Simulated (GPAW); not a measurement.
```
Ga
1.0
    2.24870    -3.81085     0.00000
    2.24870     3.81085     0.00000
    0.00000     0.00000     4.50735
Ga
4
Direct
  0.15490   0.84510   0.93009
  0.34510   0.65490   0.41900
  0.65490   0.34510   0.58100
  0.84510   0.15490   0.08100
```

Method of the run: PBEsol, GPAW PAW datasets PBEsol (made by gpaw-setup) (plane waves; GPAW).

The set-up and first iterations of a GPAW log for Ga (Cm, 4 atoms in the cell):

```
Input parameters:
  convergence: {density: 1e-05}
  kpts: {gamma: True,
         size: (4, 4, 4)}
  maxiter: 120
  mode: {ecut: 600.0,
         name: pw}
  nbands: 6
  occupations: {name: methfessel-paxton,
                order: 0,
                width: 0.1}
  symmetry: {symmorphic: False,
             tolerance: 0.0005}
  xc: PBEsol

species:
  Ga:
    name: Gallium
    Z: 31.0
    valence: 3
    core: 28
    charge: 0.0
    file: Ga.PBEsol.gz

    # Using partial waves for Ga as LCAO basis

Reference energy: -211377.741574  # eV

Spin-paired calculation

Convergence criteria:
 Maximum [total energy] change in last 3 cyles: 0.0005 eV / valence electron
 Maximum integral of absolute [dens]ity change: 1e-05 electrons / valence electron
 Maximum integral of absolute [eigenst]ate change: 4e-08 eV^2 / valence electron
 Maximum number of scf [iter]ations: 120

Symmetries present (total): 2
Symmetries with fractional translations: 0
   [... lines left out ...]

Eigensolver

Densities:
  Coarse grid: 25*25*27 grid
  Fine grid: 50*50*54 grid
  Total Charge: 0.000000

Density mixing:
  Method: separate
  Backend: pulay
  Linear mixing parameter: 0.05
  old densities: 5
  Damping of long wavelength oscillations: 50

Hamiltonian:
  XC and Coulomb potentials evaluated on a 50*50*54 grid
  External potential:
    NoExternalPotential

XC parameters: PBEsol with 2 nearest neighbor stencil

Number of atoms: 4
Number of atomic orbitals: 16
Number of bands in calculation: 6
Number of valence electrons: 12
Bands to converge: occupied

Density initialized from atomic densities
  6 bands from LCAO basis set

Atomic positions and initial magnetic moments

Positions:
   0 Ga     2.248700    2.630249    4.192255    ( 0.0000,  0.0000,  0.0000)
   1 Ga     2.248700    1.180601    1.888580    ( 0.0000,  0.0000,  0.0000)
   2 Ga     2.248700   -1.180601    2.618770    ( 0.0000,  0.0000,  0.0000)
   3 Ga     2.248700   -2.630249    0.365095    ( 0.0000,  0.0000,  0.0000)

Unit cell:
           periodic     x           y           z      points  spacing
  1. axis:    yes    2.248700   -3.810850    0.000000    25     0.1549
  2. axis:    yes    2.248700    3.810850    0.000000    25     0.1549
  3. axis:    yes    0.000000    0.000000    4.507350    27     0.1669

  Lengths:   4.424842   4.424842   4.507350
  Angles:   90.000000  90.000000 118.912132

Effective grid spacing dv^(1/3) = 0.1660
     iter     time        total  log10-change:
                         energy   eigst   dens
iter:   1 --:--:--   -13.306614
iter:   2 --:--:--   -13.310751   -2.53  -0.89
iter:   3 --:--:--   -13.300039   -2.39  -0.91
iter:   4 --:--:--   -13.298974   -3.55  -1.96
iter:   5 --:--:--   -13.304124c  -3.19  -2.13
iter:   6 --:--:--   -13.298012   -3.25  -1.84
iter:   7 --:--:--   -13.297575   -3.53  -2.28
iter:   8 --:--:--   -13.297686c  -4.18  -2.74
iter:   9 --:--:--   -13.297703c  -4.27  -2.95
iter:  10 --:--:--   -13.297747c  -4.39  -3.32
iter:  11 --:--:--   -13.297802c  -4.42  -3.31
iter:  12 --:--:--   -13.297868c  -4.18  -3.26
```

### Question
Will this run converge, and how will it end?

### Answer
The run ended unconverged after 120 iterations. It gives no final result for the task that was set. The log goes on:

```
   [... 92 lines left out ...]
iter: 105 --:--:--   -13.298714c  -5.94  -4.63
iter: 106 --:--:--   -13.298716c  -5.90  -4.80
iter: 107 --:--:--   -13.298716c  -5.96  -4.83
   [... lines left out ...]
iter: 119 --:--:--   -13.298729c  -6.00  -4.03
iter: 120 --:--:--   -13.298730c  -6.05  -3.96

Did not converge!

Here are some tips:

1) Make sure the geometry and spin-state is physically sound.
2) Use less aggressive density mixing.
3) Solve the eigenvalue problem more accurately at each scf-step.
4) Use a smoother distribution function for the occupation numbers.
5) Try adding more empty states.
6) Use enough k-points.
7) Don't let your structure optimization algorithm take too large steps.
8) Solve the Poisson equation more accurately.
9) Better initial guess for the wave functions.

See details here:

    https://gpaw.readthedocs.io/documentation/convergence.html
Traceback (most recent call last):
   [... frames left out ...]
gpaw.KohnShamConvergenceError: Did not converge!  See text output for help.
```

The starting cell has typed, rounded lattice constants, without a prior relaxation at this level. Its lattice was rescaled by up to half a per cent. One atom was moved a little off its site on purpose.

The run was DFT PBEsol, plane waves, GPAW PAW datasets PBEsol (made by gpaw-setup). Main settings of its input:

```
setting                          value
-------------------  -----------------
mode                                pw
ecut                            600 eV
xc                              PBEsol
kpts                             4 4 4
mesh shift (steps)               0 0 0
occupations.name     methfessel-paxton
occupations.width               0.1 eV
occupations.order                    0
nbands                               6
convergence.density   1e-05 e/electron
symmetry.symmorphic              false
symmetry.tolerance              0.0005
```
